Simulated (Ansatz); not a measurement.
Take Ru in the hcp (Mg type) structure (space group P6_3/mmc, No. 194; a = 2.704 Å, c = 4.263 Å; relaxed with 0.1 eV smearing) as the base. Axes: x lies along a and z along c of the hexagonal cell.

Calculations: Ansatz (a first-principles code) r2SCAN, scalar-relativistic without spin-orbit coupling.

Before the change:

| Quantity | Value |
|---|---|
| Volume per atom | 13.50 Å³ |

Now apply this change: biaxial strain −2.00 %, plane normal [001], relaxed out of plane (Cartesian); in-plane vectors clamped, the third vector and the atoms free.

Task: How does this affect the volume per atom?

Result: The volume per atom drops by 0.39 Å³ (13.50 Å³ → 13.11 Å³).

Task: Predict the new in-plane stress.

Result: The mean in-plane stress (compression positive) amounts to +15.8 GPa.

No phonon test of stability was made. All final runs are without spin polarisation.
